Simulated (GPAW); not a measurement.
GPAW run on CdSe (F-43m, 2 atoms in the cell): self-consistent single point

Method: LDA (Perdew-Wang 92), GPAW PAW datasets LDA (gpaw-data 1.0.1) (plane waves; GPAW).

This input was run:

```python
from ase import Atoms
from ase.units import GPa
from gpaw import GPAW

atoms = Atoms(['Cd', 'Se'],
              cell=[[0.000000, 3.040125, 3.040125],
                    [3.040125, 0.000000, 3.040125],
                    [3.040125, 3.040125, 0.000000]],
              scaled_positions=[[0.000000, 0.000000, 0.000000],
                                [0.250000, 0.250000, 0.250000]],
              pbc=True)

calc = GPAW(mode={'name': 'pw', 'ecut': 550},
            xc='LDA',
            kpts={'size': (6, 6, 6), 'gamma': True},
            occupations={'name': 'fermi-dirac', 'width': 0.01},
            nbands=-8,
            convergence={'density': 1e-05, 'energy': 1e-05, 'bands': -6},
            symmetry={'symmorphic': False, 'tolerance': 0.0005},
            maxiter=120,
            txt='-')

atoms.calc = calc

energy = atoms.get_potential_energy()
print('Energy (eV):', round(energy, 6))
forces = atoms.get_forces()
print('Forces (eV/Ang):')
print(forces.round(5))
stress = atoms.get_stress()
print('Stress (GPa, Voigt):', (stress / GPa).round(4))
```

Log, with long lists cut:

```
Input parameters:
  convergence: {bands: -6,
                density: 1e-05,
                energy: 1e-05}
  kpts: {gamma: True,
         size: (6, 6, 6)}
  maxiter: 120
  mode: {ecut: 550,
         name: pw}
  nbands: -8
  occupations: {name: fermi-dirac,
                width: 0.01}
  symmetry: {symmorphic: False,
             tolerance: 0.0005}

species:
  Cd:
    name: Cadmium
    Z: 48.0
    valence: 12
    core: 36
    charge: 0.0
    file: Cd.LDA.gz

    # Using partial waves for Cd as LCAO basis

  Se:
    name: Selenium
    Z: 34.0
    valence: 6
    core: 28
    charge: 0.0
    file: Se.LDA.gz

    # Using partial waves for Se as LCAO basis

Reference energy: -218053.140292  # eV

Spin-paired calculation

Convergence criteria:
 Maximum [total energy] change in last 3 cyles: 1e-05 eV / valence electron
 Maximum integral of absolute [dens]ity change: 1e-05 electrons / valence electron
 Maximum integral of absolute [eigenst]ate change: 4e-08 eV^2 / valence electron
 Maximum number of scf [iter]ations: 120

Symmetries present (total): 24
Symmetries with fractional translations: 0
216 k-points: 6 x 6 x 6 Monkhorst-Pack grid + [1/12,1/12,1/12]
16 k-points in the irreducible part of the Brillouin zone
       k-points in crystal coordinates                weights
   0:     0.00000000    0.00000000    0.00000000          1/216
   1:     0.16666667    0.16666667    0.00000000          6/216
   2:     0.16666667    0.16666667    0.16666667          8/216
   [... 7 lines left out ...]
          ...
  15:     0.50000000    0.50000000    0.50000000          4/216

Wave functions: Plane wave expansion
  Cutoff energy: 550.000 eV
  Number of coefficients (min, max): 1634, 1676
  Pulay-stress correction: 0.000000 eV/Ang^3 (de/decut=0.000000)

Occupation numbers: Fermi-Dirac:
  width: 0.0100  # eV

Eigensolver

Densities:
  Coarse grid: 24*24*24 grid
  Fine grid: 48*48*48 grid
  Total Charge: 0.000000

Density mixing:
  Method: separate
  Backend: pulay
  Linear mixing parameter: 0.05
  old densities: 5
  Damping of long wavelength oscillations: 50

Hamiltonian:
  XC and Coulomb potentials evaluated on a 48*48*48 grid
  External potential:
    NoExternalPotential

Number of atoms: 2
Number of atomic orbitals: 13
Number of bands in calculation: 17
Number of valence electrons: 18
Bands to converge: 11

Density initialized from atomic densities
  13 bands from LCAO basis set
  4 bands from random numbers

Atomic positions and initial magnetic moments

Positions:
   0 Cd     0.000000    0.000000    0.000000    ( 0.0000,  0.0000,  0.0000)
   1 Se     1.520063    1.520063    1.520063    ( 0.0000,  0.0000,  0.0000)

Unit cell:
           periodic     x           y           z      points  spacing
  1. axis:    yes    0.000000    3.040125    3.040125    24     0.1463
  2. axis:    yes    3.040125    0.000000    3.040125    24     0.1463
  3. axis:    yes    3.040125    3.040125    0.000000    24     0.1463

  Lengths:   4.299386   4.299386   4.299386
  Angles:   60.000000  60.000000  60.000000

Effective grid spacing dv^(1/3) = 0.1596

     iter     time        total  log10-change:
                         energy   eigst   dens
iter:   1 --:--:--    -7.301814   +0.35
iter:   2 --:--:--    -7.229658   -1.24  -1.20
iter:   3 --:--:--    -6.974586   -1.50  -1.24
iter:   4 --:--:--    -6.970624   -3.28  -1.64
iter:   5 --:--:--    -6.964915   -2.73  -1.68
iter:   6 --:--:--    -6.957365   -3.73  -2.37
iter:   7 --:--:--    -6.956086   -4.29  -2.78
iter:   8 --:--:--    -6.955742   -4.09  -2.96
iter:   9 --:--:--    -6.955742   -5.93  -3.37
iter:  10 --:--:--    -6.955673c  -4.99  -3.42
iter:  11 --:--:--    -6.955669c  -6.54  -4.05
iter:  12 --:--:--    -6.955669c  -7.50c -4.27
iter:  13 --:--:--    -6.955669c  -8.16c -4.30
iter:  14 --:--:--    -6.955669c  -8.44c -4.27
iter:  15 --:--:--    -6.955669c  -8.71c -4.24
iter:  16 --:--:--    -6.955669c  -7.95c -4.30
iter:  17 --:--:--    -6.955669c  -7.68c -4.36
iter:  18 --:--:--    -6.955669c  -7.64c -4.40
iter:  19 --:--:--    -6.955669c  -7.98c -4.45
iter:  20 --:--:--    -6.955669c  -9.19c -4.67
iter:  21 --:--:--    -6.955669c  -9.50c -4.73
iter:  22 --:--:--    -6.955669c -10.25c -4.82
iter:  23 --:--:--    -6.955668c  -8.61c -4.86
iter:  24 --:--:--    -6.955668c  -9.35c -5.19c

Converged after 24 iterations.

Dipole moment: (-3.259665, -3.259665, -3.259665) |e|*Ang

Energy contributions relative to reference atoms: (reference = -218053.140292)

Kinetic:        +15.550637
Potential:      -14.154805
External:        +0.000000
XC:              -8.399493
Entropy (-ST):   -0.000000
Local:           +0.047992
SIC:             +0.000000
--------------------------
Free energy:     -6.955668
Extrapolated:    -6.955668

Showing only first 2 kpts
 Kpt  Band  Eigenvalues  Occupancy
  0     7      3.33517    2.00000
  0     8      3.33517    2.00000
  0     9      3.65994    0.00000
  0    10      9.11122    0.00000

  1     7      2.76063    2.00000
  1     8      2.76063    2.00000
  1     9      5.62184    0.00000
  1    10      8.02218    0.00000

Fermi level: 3.50288

Gap: 0.325 eV
Transition (v -> c):
  (s=0, k=0, n=8, [0.00, 0.00, 0.00]) -> (s=0, k=0, n=9, [0.00, 0.00, 0.00])
No difference between direct/indirect transitions
Energy (eV): -6.955668

Forces in eV/Ang:
  0 Cd    0.00000   -0.00000    0.00000
  1 Se   -0.00000   -0.00000    0.00000

Stress tensor:
     0.013467     0.000000    -0.000000
     0.000000     0.013467     0.000000
    -0.000000     0.000000     0.013467
Stress (GPa, Voigt): [ 2.1576  2.1576  2.1576  0.     -0.      0.    ]
```

The run converged in 24 iterations. GPAW prints stress with tension positive.

The starting cell has typed, rounded lattice constants, without a prior relaxation at this level. Its lattice was rescaled by up to half a per cent.
